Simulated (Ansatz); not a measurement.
Consider a periodic stack without vacuum, rock-salt TaN (0 0 1) on polar orthorhombic HfO2 (1 0 0), 2 Mg on Ta sites at each interface (film strained to the substrate, faces as cut): substrate slab Hf24O48, film N30Ta26Mg4, surface cells [[-1, 1], [-1, -1]] and [[-3, -1], [-1, -2]], film strained by +2.6 and +3.3 %, faces Hf/Hf and NTa/NTa as cut (like faces can put a slab off its formula). Its start:

```xyz
132
Lattice="7.1915 0.0000 -0.0092 -0.0454 7.1914 -0.0254 -0.6514 1.6848 32.0037" Properties=species:S:1:pos:R:3 pbc="T T T"
Hf     1.9830     7.2126     4.0828
Hf     5.5496     3.6115     4.1397
Hf     3.6896     5.3455     6.3971
Hf     0.1506     1.7751     6.3685
Hf     5.5021     6.9140     3.9070
Hf     1.7687     3.4324     3.7035
Hf     3.5030     1.7276     1.7517
Hf     7.2292     5.0758     1.7193
O      0.6029     6.9701     5.7011
O      4.2710     3.3846     5.8486
O      2.5014     5.1915     4.5400
O      6.1011     1.5688     4.5366
O      4.6490     1.9611     0.1764
O      1.8974     4.4489     1.8794
O      3.8683     2.9991     3.1658
O      0.2802     6.5753     3.0372
O      3.8687     7.3166     2.7706
O      7.0617     3.3732     2.7702
O      1.7355     1.5322     2.6171
O      5.4075     5.1880     2.6926
O      2.0616     1.8557     5.1741
O      5.6208     5.4378     5.2750
O      3.7842     7.2057     5.3737
O      0.2191     3.6393     5.3544
Hf     1.9132     7.2039     9.3496
Hf     5.5045     3.6044     9.3584
Hf     3.7122     5.4072    11.6288
Hf     0.1402     1.8076    11.6158
Hf     5.3786     7.0768     8.9954
Hf     1.7956     3.4740     9.0280
Hf     3.6205     1.6707     6.7540
Hf     0.0032     5.2583     6.7786
O      0.6450     7.0199    11.0882
O      4.2642     3.3988    11.1376
O      2.4549     5.2096     9.9036
O      6.0654     1.6058     9.9260
O      5.6285     1.1212     7.2453
O      1.9866     4.7244     7.2689
O      3.7904     2.9157     8.4809
O      0.1918     6.5428     8.4384
O      3.5111     7.0182     7.9867
O     -0.0767     3.4093     7.9741
O      1.7236     1.5998     7.7713
O      5.2956     5.1974     7.7912
O      1.9930     1.8829    10.4112
O      5.5642     5.4814    10.3683
O      3.7616     7.2909    10.6257
O      0.1990     3.6968    10.5729
Hf     1.9047     7.2324    14.7037
Hf     5.6461     3.5663    14.4309
Hf     3.7003     5.5851    16.7070
Hf     0.2670     1.8407    16.6322
Hf     5.3504     7.0432    14.2765
Hf     1.7783     3.4951    14.2512
Hf     3.6201     1.6845    12.0406
Hf     0.0326     5.3133    11.9530
O      0.7686     7.1526    16.4579
O      4.7682     4.4174    17.9805
O      2.3998     5.1471    15.3021
O      5.9541     1.5894    15.3241
O      5.6190     1.2005    12.6481
O      2.0022     4.7700    12.5561
O      3.8118     2.9489    13.8455
O      0.1773     6.5188    13.8133
O      3.5098     6.9776    13.2515
O     -0.0493     3.3948    13.0925
O      1.7552     1.6150    13.0452
O      5.3717     5.2270    12.9406
O      1.9901     1.9608    15.6143
O      5.2256     5.2478    15.4699
O      3.8085     7.3153    15.8360
O      0.1675     3.6516    15.6588
N      6.6153     7.6814    21.8293
N      3.7834     1.9183    21.8599
N      5.1894     4.7896    21.8965
N      2.3488     6.2944    21.9901
N      0.8361     3.3983    22.0135
N      5.9989     2.7163    19.9453
N      2.9354     4.1465    19.9942
N      4.3634     6.8140    19.8683
N      1.6358     1.1888    19.9017
N      0.1476     5.4254    19.8726
N     -0.5289     7.7425    26.0934
N      3.7925     1.9274    26.1180
N      5.2412     4.7693    26.0999
N      2.3768     6.4009    26.1591
N      0.8038     3.4889    26.2169
N      5.9934     2.7230    24.1538
N      3.1249     4.0733    24.1831
N      4.4183     7.0233    24.0402
N      1.7270     1.1415    24.0781
N      0.1276     5.4627    24.0926
N     -0.5323     7.6379    30.3398
N      3.6695     1.7734    30.2657
N      5.2798     5.0728    30.2721
N      2.3040     6.3962    30.3488
N      0.8846     3.4782    30.4174
N      5.8624     2.7630    28.4913
N      3.0314     4.1350    28.4339
N      4.4838     7.0211    28.2051
N      1.5825     8.4346    28.2542
N      0.1368     5.5693    28.2549
Ta     5.8910     2.6309    21.9983
Ta     3.0337     4.0772    22.0289
Ta     4.5289     6.9812    21.9437
Ta     1.6127     1.2683    21.9162
Ta     0.1840     5.5884    22.0017
Mg     6.6292     7.6378    19.6931
Mg     3.7611     1.9361    19.7225
Ta     5.2113     4.7435    19.7894
Ta     2.3426     6.2176    19.9913
Ta     0.8255     3.4535    19.9950
Ta     5.9214     2.6348    26.2990
Ta     2.9642     4.1296    26.3100
Ta     4.5705     6.9171    26.1196
Ta     1.5724     8.5932    26.1643
Ta     0.2545     5.6461    26.1763
Ta    -0.5162     7.7498    23.9476
Ta     3.8832     1.9765    23.9627
Ta     5.1876     4.9053    23.9890
Ta     2.2473     6.1581    24.0770
Ta     1.0197     3.2868    24.0920
Mg     5.4875     2.9849    30.8527
Mg     2.9436     4.3037    30.6062
Ta     4.5662     7.0511    30.2185
Ta     1.5964     8.3615    30.2685
Ta     0.1073     5.5955    30.2660
Ta    -0.5904     7.8483    28.2632
Ta     3.7910     2.0334    28.2634
Ta     5.1460     4.8331    28.2108
Ta     2.2946     6.2499    28.2601
Ta     0.8258     3.3676    28.4207
```

The start was prepared with a machine-learned potential, and the result is one local minimum, with the in-plane cell held and forces under 0.04 eV/Å; the film can end far from its bulk form.

Level of theory: PBE (plane waves to 420 eV, PAW; Ansatz, an electronic-structure program). No spin–orbit coupling; the runs are not spin-polarised; PBE gaps are too small against experiment. Its k-point mesh 4×4×1, Fermi–Dirac width 0.05 eV.

Question: Predict the relaxed interface.

Answer: 
```
Item                                                                                       Result
--------------------------------------------------------------------------------  ---------------
interface area                                                                            51.7 Å²
period                                                                                    31.94 Å
gaps between the outermost planes at the two interfaces                           1.11 and 1.31 Å
Hf–Ta contacts across the interfaces within 1.22 times the sum of covalent radii   6, mean 3.34 Å
Hf–Mg contacts across the interfaces within 1.22 times the sum of covalent radii   5, mean 3.43 Å
Mg–O contacts across the interfaces within 1.22 times the sum of covalent radii    4, mean 2.03 Å
Hf–N contacts across the interfaces within 1.22 times the sum of covalent radii    2, mean 2.36 Å
```
